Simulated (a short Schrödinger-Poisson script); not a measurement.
Stack: MOS inversion layer, SiO2 on p-type Si(100), at 300 K.

From the gate side: 0.8 nm SiO2; 430 nm Si, acceptors 1e18 cm⁻³.

The device is made up for the run: typed textbook-type constants, with dimensions and the other settings drawn at random. SiO2: permittivity 3.9, conduction-band edge (eV) 3.15, gap (eV) 9, electron mass (mₑ) 0.5. Si: permittivity 11.7, conduction-band edge (eV) 0, gap (eV) 1.124, Nv at 300 K (cm⁻³) 3.1e19.

Channel valleys (confinement mass, in-plane density-of-states mass, number): Δ2 0.916, 0.19, 2; Δ4 0.19, 0.417, 4. At the gate the conduction-band edge of layer 1 lies 3.56 eV − eVg above the Fermi level of the channel; the field vanishes at the back. Gaps are held at their typed values at every temperature. Mesh 0.03 nm at interfaces.

Solved with a short Schrödinger-Poisson script written for these runs: 1D Poisson equation in equilibrium, electrons quantum, Hartree (BenDaniel-Duke, 12 states a valley, the channel's in-plane mass for all, wave functions ending at the dielectric), parabolic valleys, classical holes, full ionisation, no traps, pinning or gate leakage.

```csv
Vg (V),electrons (cm⁻²),C (μF/cm²),Δ2 E0 (meV from the Fermi level),Δ4 E0 (meV from the Fermi level)
0.45,2.20e9,0.291,201.1,276.6
0.5,1.21e10,0.333,156.8,233.7
0.55,6.18e10,0.546,114.2,192.6
0.6,2.44e11,1.10,77.9,158.1
0.65,6.41e11,1.70,51.7,134.2
0.7,1.21e12,2.09,33.5,118.7
0.75,1.89e12,2.32,20.0,108.1
0.8,2.62e12,2.48,9.1,100.2
0.85,3.41e12,2.58,0.0,94.0
0.9,4.22e12,2.66,-8.1,88.9
0.95,5.05e12,2.72,-15.4,84.5
1,5.91e12,2.77,-22.2,80.6
1.05,6.77e12,2.81,-28.5,77.2
1.1,7.65e12,2.84,-34.6,74.0
1.15,8.54e12,2.87,-40.4,71.0
1.2,9.44e12,2.90,-46.0,68.3
1.25,1.03e13,2.92,-51.5,65.6
```

Gate voltages with under 1e9 electrons/cm² are left out.

### Question
At Vg = 1.25 V the lowest Δ2 subband lies at -51.5 meV from the Fermi level. How many electrons does it hold, and what share of all?

### Answer
The two-dimensional density of states is g m/(πħ²) = 1.59e11 cm⁻² meV⁻¹ (both spins), kT = 25.9 meV, so n = D kT ln(1 + exp(−E/kT)) = 8.69e12 cm⁻², 0.84 of the 1.03e13 cm⁻² in all.

### Question
Compare the slope of the sheet density between 1.15 and 1.25 V with the geometric capacitance of the layers between gate and channel.

### Answer
q Δn/ΔV = 2.82 μF/cm²; ε0/Σ(t/ε) = 4.32 μF/cm². The ratio is 0.65: the channel acts as a further capacitance in series.
